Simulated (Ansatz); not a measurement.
**A self-consistent single point of CaNi2S5 (Pmmn, 16 atoms in the cell) with Ansatz (a first-principles code)**

Method of the run: PBEsol, default PAW files made with PBE (plane waves; Ansatz).

The input file:

Ansatz 0.2 input:
```yaml
crystal:
  lattice:
    - [3.92712000, 0.00000000, 0.00000000]
    - [0.00000000, 13.11460000, 0.00000000]
    - [0.00000000, 0.00000000, 6.83795000]
  atoms:
    - { symbol: Ca, position: [0.50000000, 0.00000000, 0.37939000] }
    - { symbol: Ca, position: [0.00000000, 0.50000000, 0.62061000] }
    - { symbol: Ni, position: [0.00000000, 0.85123000, 0.94493000] }
    - { symbol: Ni, position: [0.00000000, 0.14877000, 0.94493000] }
    - { symbol: Ni, position: [0.50000000, 0.64877000, 0.05507000] }
    - { symbol: Ni, position: [0.50000000, 0.35123000, 0.05507000] }
    - { symbol: S, position: [0.50000000, 0.50000000, 0.90719000] }
    - { symbol: S, position: [0.00000000, 0.00000000, 0.09281000] }
    - { symbol: S, position: [0.50000000, 0.81495000, 0.09552000] }
    - { symbol: S, position: [0.50000000, 0.18505000, 0.09552000] }
    - { symbol: S, position: [0.00000000, 0.68505000, 0.90448000] }
    - { symbol: S, position: [0.00000000, 0.31495000, 0.90448000] }
    - { symbol: S, position: [0.00000000, 0.07988000, 0.64141000] }
    - { symbol: S, position: [0.00000000, 0.92012000, 0.64141000] }
    - { symbol: S, position: [0.50000000, 0.42012000, 0.35859000] }
    - { symbol: S, position: [0.50000000, 0.57988000, 0.35859000] }
kpoints:
  mp_grid: { grid: [10, 3, 6] }
hamiltonian:
  xc: pbesol
  pseudopotentials: { kind: paw }
scf:
  occupations: { method: cold, width: 0.0073 Ry }
output:
  forces: true
  eigenvalues: true
  stress: true
```

Output, abridged:

```
WARN basis.ecutwfc = 420 eV, the default
WARN ansatz: RAYON_NUM_THREADS=1 ignored (pool sized by the plan → 1); use --threads N
Pseudopotentials: kind: paw
Pseudopotential: Ca, paw, valence charge 10
Pseudopotential: Ni, paw, valence charge 18
Pseudopotential: S, paw, valence charge 6
Crystal: 16 atoms, lattice volume = 352.172 Å³
Basis set: ecut = 420 eV, 6917 PW (Γ), exchange–correlation on 54×180×96 points (8 copies of the dense FFT grid, shifted against one another)
Bands: 92, of which v1, the nominal top of the filled ones, is band 76 counted from 1 (75 counted from 0)
Symmetry: 8 space group operations
Space group: Pmmn (ITA 59), of the structure as read, at distance tolerance 7.1e-5 Å
k-points: 48 of 180
PAW frozen core: Ca, regenerated for the run's functional, and the local potential with it
PAW frozen core: Ni, regenerated for the run's functional, and the local potential with it
PAW frozen core: S, regenerated for the run's functional, and the local potential with it
Initial density: superposition of atomic densities (neutral atoms: chi_scale 0, normalization atom), corrected by the library's trained network
Initial wavefunctions: pseudopotential atomic-orbital guess
Eigensolver: davidson
Functional: x = pbesol(κ = 0.804, μ = 0.12345679012345678), c = pbesol(β = 0.046)
SCF iter   1: F=—  HF=-35666.628479 eV  |F-HF|=—  |Δ(HF+E_count)|=         —  Δρ=9.18e-3  dr2=1.99e-1  ethr=1.77e-3  ⟨swp⟩=8.9  Hψ=19284  notcnv=0  defer=132
all-band conjugate gradients solve this SCF's bands
preconditioner: auto → LDOS
SCF iter   2: F=—  HF=-35666.627457 eV  |F-HF|=—  |Δ(HF+E_count)|=   1.02e-3  S|Δr|=    0.00e0  Δρ=9.72e-3  dr2=1.86e-1  ethr=1.31e-4  ⟨swp⟩=2.0  Hψ=9079  notcnv=0  defer=425
SCF iter   3: F=—  HF=-35666.589419 eV  |F-HF|=—  |Δ(HF+E_count)|=   3.80e-2  S|Δr|=    0.00e0  Δρ=4.17e-3  dr2=3.93e-2  ethr=1.23e-4  ⟨swp⟩=2.0  Hψ=7790  notcnv=0  defer=425
SCF iter   4: F=—  HF=-35666.585499 eV  |F-HF|=—  |Δ(HF+E_count)|=   3.92e-3  S|Δr|=    0.00e0  Δρ=1.93e-3  dr2=8.56e-3  ethr=2.59e-5  ⟨swp⟩=1.0  Hψ=3991  notcnv=0  defer=425
SCF iter   5: F=—  HF=-35666.584507 eV  |F-HF|=—  |Δ(HF+E_count)|=   9.92e-4  S|Δr|=    0.00e0  Δρ=6.33e-4  dr2=1.02e-3  ethr=5.63e-6  ⟨swp⟩=2.3  Hψ=5651  notcnv=0  defer=425
SCF iter   6: F=—  HF=-35666.584412 eV  |F-HF|=—  |Δ(HF+E_count)|=   9.47e-5  S|Δr|=    0.00e0  Δρ=1.28e-4  dr2=4.86e-5  ethr=6.74e-7  ⟨swp⟩=2.2  Hψ=5261  notcnv=0  defer=425
SCF iter   7: F=—  HF=-35666.584474 eV  |F-HF|=—  |Δ(HF+E_count)|=   6.20e-5  S|Δr|=    0.00e0  Δρ=3.05e-5  dr2=2.58e-6  ethr=3.20e-8  ⟨swp⟩=1.6  Hψ=4895  notcnv=0  defer=422
SCF iter   8: F=—  HF=-35666.584475 eV  |F-HF|=—  |Δ(HF+E_count)|=   7.30e-7  S|Δr|=    0.00e0  Δρ=8.80e-6  dr2=2.34e-7  ethr=1.70e-9  ⟨swp⟩=2.1  Hψ=6257  notcnv=0  defer=421
SCF iter   9: F=-35666.584475 eV  HF=-35666.584475 eV  |F-HF|=2.06e-8  |Δ(HF+E_count)|=   7.18e-8  S|Δr|=    0.00e0  Δρ=2.97e-6  dr2=2.75e-8  ethr=6.58e-11  ⟨swp⟩=12.1  Hψ=20674  notcnv=0
SCF 1 converged in 9 iterations: F = -35666.584475 eV  dr2 = 2.75e-8
SCF converged after 9 iterations
Stability not checked (fill_not_monotonic)
Free energy (F): -35666.584475 eV
Harris-Foulkes:  -35666.584475 eV  (|F-HF|=2.06e-8)
Internal energy: -35666.572218 eV  (E = F + TS)
E sigma→0 (E₀):  -35666.580389 eV
Entropy (-TS):   -0.012257 eV (-0.766 meV/atom)
Fermi energy:    5.821444 eV
--- Per-component energies (eV) ---
  E_band       = -2375.102488
  E_kinetic    = 2747.095277
  E_local      = -28250.306117  (includes V_loc(G=0)·N_el)
  E_nonlocal   = 2960.280646
  E_hartree    = 12040.996464
  E_xc         = -1566.959649
  E_vxc        = -1646.683776  (∫ρ·V_xc dr)
  E_paw        = -13891.749756  (= ΣΔE_a)
  E_vpaw       = -2267.511434  (= ΣTr[D̂ρ^β])
  E_aug_tail   = 0.001958  (compensation charges beyond the density's cutoff)
  E_ewald      = -9707.577279
  E_core_change = 1.646237  (= ΣΔE_core)
  E_smearing   = -0.012257  (= −TS)
  E_closure    = -0.000000  (closes the sum)
  Σ components = -35666.584475   (vs F -35666.584475, Δ=0.00e0)
--- Forces (eV/Å), atoms counted from 1 ---
  atom   1  Ca     0.00000000     0.00000000     0.06559932
  atom   2  Ca     0.00000000     0.00000000    -0.06559932
  atom   3  Ni     0.00000000     0.01650009     0.12554051
  atom   4  Ni    -0.00000000    -0.01650009     0.12554051
  atom   5  Ni     0.00000000    -0.01650009    -0.12554051
  atom   6  Ni    -0.00000000     0.01650009    -0.12554051
  atom   7  S      0.00000000     0.00000000     0.05545131
  atom   8  S      0.00000000     0.00000000    -0.05545131
  atom   9  S      0.00000000    -0.10579486    -0.21922991
  atom  10  S      0.00000000     0.10579486    -0.21922991
  atom  11  S     -0.00000000     0.10579486     0.21922991
  atom  12  S      0.00000000    -0.10579486     0.21922991
  atom  13  S      0.00000000     0.03127126     0.27812213
  atom  14  S      0.00000000    -0.03127126     0.27812213
  atom  15  S      0.00000000    -0.03127126    -0.27812213
  atom  16  S      0.00000000     0.03127126    -0.27812213
  max |Σ_I F_I| component: 1.11e-16 eV/Å
--- Stress (GPa, compression-positive) ---
       -3.287306       0.000000       0.000000
        0.000000      -3.044595       0.000000
        0.000000       0.000000      -2.511512
  P = ⅓ Tr σ = -2.9478 GPa (-29.478 kbar)
  The stress holds the Pulay correction. Without it, at fixed plane waves, as pw.x and ABINIT print it: P = -2.9598 GPa
--- Band table (eV; the first three rows and the last of 48) ---
  k-point 0: bands = ["-97.3692", "-97.3692", "-97.3691", "-97.3691", "-58.1407", "-58.1405", "-58.1390", "-58.1388", "-57.8732", "-57.8731", "-57.8722", "-57.8722", "-57.7193", "-57.7193", "-57.7192", "-57.7192", "-34.1235", "-34.1235", "-15.2805", [...]
  k-point 1: bands = ["-97.3692", "-97.3692", "-97.3691", "-97.3691", "-58.1407", "-58.1405", "-58.1390", "-58.1388", "-57.8732", "-57.8731", "-57.8722", "-57.8722", "-57.7193", "-57.7193", "-57.7192", "-57.7192", "-34.1235", "-34.1235", "-15.2808", [...]
  k-point 2: bands = ["-97.3692", "-97.3692", "-97.3691", "-97.3691", "-58.1407", "-58.1405", "-58.1390", "-58.1388", "-57.8732", "-57.8731", "-57.8722", "-57.8722", "-57.7193", "-57.7193", "-57.7192", "-57.7192", "-34.1235", "-34.1235", "-15.2813", [...]
  k-point 47: bands = ["-97.3692", "-97.3692", "-97.3691", "-97.3691", "-58.1398", "-58.1398", "-58.1396", "-58.1396", "-57.8730", "-57.8730", "-57.8730", "-57.8730", "-57.7192", "-57.7192", "-57.7192", "-57.7192", "-34.1175", "-34.1175", [...]
```

The run converged in 9 iterations.

The starting cell comes from a database of computed structures (which also holds hypothetical and non-ambient phases and stackings), without a prior relaxation at this level. Spin polarisation is off, so a magnetic state, if there is one, cannot be reached. Ansatz's pressure includes its estimate of the finite-basis (Pulay) stress.

Cost on one core of a shared machine: roughly 2 min.
